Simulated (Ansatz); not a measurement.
## NbC under a change: C → Sn

The reference is NbC in the rock salt structure (space group Fm-3m, No. 225; a = 4.450 Å).

Now apply this change: Sn takes the place of C on all its sites; the structure is relaxed again.

Method: PBEsol, PAW, 420 eV (Ansatz, a first-principles code; scalar-relativistic without spin-orbit coupling). Settings: 14×14×14 k-points, 0.05 eV Fermi–Dirac smearing, for the changed cell.

The lattice parameter a goes up by 1.122 Å to 5.572 Å and the space group remains Fm-3m (No. 225). The shortest interatomic distance goes up by 0.561 Å, from 2.225 Å to 2.786 Å and the band gap stays zero.

No phonon test of stability was made. As relaxed here, NbSn is a hypothetical phase, not in the database extracts checked. The final runs are not spin-polarised. An odd electron count without spin: NbSn and NbC. NbSn has a high density of states at the Fermi level and may be magnetic at this level.
